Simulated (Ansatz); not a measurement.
# Several settings converged on CaPb3 (P4mm, 4 atoms in the cell)

```yaml
crystal:
  lattice:
    - [4.90277, 0.00000, 0.00000]
    - [0.00000, 4.90277, 0.00000]
    - [0.00000, 0.00000, 4.90277]
  atoms:
    - { symbol: Ca, position: [0.00000, 0.00000, 0.01020] }
    - { symbol: Pb, position: [0.00000, 0.50000, 0.50000] }
    - { symbol: Pb, position: [0.50000, 0.00000, 0.50000] }
    - { symbol: Pb, position: [0.50000, 0.50000, 0.00000] }
```

Base method: PBEsol, default PAW files made with PBE (plane waves; Ansatz, a program for electronic structure).

Base settings: basis.ecutwfc = 420 eV; kpoints.mp_grid.grid = 7 7 7; hamiltonian.xc = pbesol; hamiltonian.pseudopotentials = {kind: paw} (the program's default PAW files); scf.occupations.method = gaussian; scf.occupations.width = 0.1 eV.

The count of work is k-points × plane waves × bands × iterations; it is no time. Core times come from one kind of shared machine, to one figure; runs under 30 s give none.

**The k-point mesh at a smearing width of 0.3 eV**

In this ladder: scf.occupations.width = 0.3 eV.

Only quantities that move along the ladder and can be compared are tabulated.

```tsv
kpoints.mp_grid.grid	free energy less the last step's (meV/atom)	pressure (GPa)	largest difference of a force vector from the last step's (eV/Å)	count of work / last	core time / last (rough)
3 3 3	23.27	-1.57	0.014	0.013	–
4 4 4	26.40	-0.47	0.007	0.044	–
5 5 5	30.34	-0.73	0.003	0.038	–
6 6 6	8.61	-0.95	0.001	0.085	–
8 8 8	3.34	-0.95	0.001	0.19	–
9 9 9	1.85	-0.96	0.001	0.19	–
11 11 11	0.60	-0.98	0.000	0.31	0.3
13 13 13	0.27	-0.98	0.000	0.48	0.5
16 16 16	0.00	-0.99	0.000	1.0	1
```

Coarsest kpoints.mp_grid.grid that holds the forces within 0.005 eV/Å of the last step, with all finer ones: 5 5 5, at 0.038 of the last step's count of work; the step before is off by 0.007 eV/Å.

Coarsest kpoints.mp_grid.grid that holds the free energy within 5 meV/atom of the last step, with all finer ones: 8 8 8, at 0.19 of the last step's count of work; the step before is off by 8.6 meV/atom.

Coarsest kpoints.mp_grid.grid that holds the pressure within 0.2 GPa of the last step, with all finer ones: 6 6 6, at 0.085 of the last step's count of work; the step before is off by 0.26 GPa.

**The width of Methfessel-Paxton smearing**

In this ladder: kpoints.mp_grid.grid = 12 12 12; scf.occupations.method = methfessel_paxton.

Narrow widths need finer meshes than wide ones, so the last steps can hold mesh noise.

Only quantities that move along the ladder and can be compared are tabulated; pressure and forces are left out, as mesh noise rules them at narrow widths.

| scf.occupations.width | free energy less the last step's (meV/atom) |
|---|---|
| 1 eV | 12.03 |
| 0.5 eV | 3.34 |
| 0.3 eV | 1.16 |
| 0.2 eV | 0.35 |
| 0.1 eV | -0.03 |
| 0.05 eV | 0.00 |

Widest scf.occupations.width that holds the free energy within 0.5 meV/atom of the last step, with all finer ones: 0.2 eV; the step before is off by 1.2 meV/atom.

On the base run: the starting cell comes from a database of computed structures (which also holds hypothetical and non-ambient phases and stackings), without a prior relaxation at this level. Its lattice was rescaled by up to half a per cent. One atom was moved a little off its site on purpose. Ansatz's pressure includes its estimate of the finite-basis (Pulay) stress.

Left out of this page: 2 runs of the series outside the window shown, repeating another row's setting, or not comparable.

Keys are those of Ansatz 0.2.
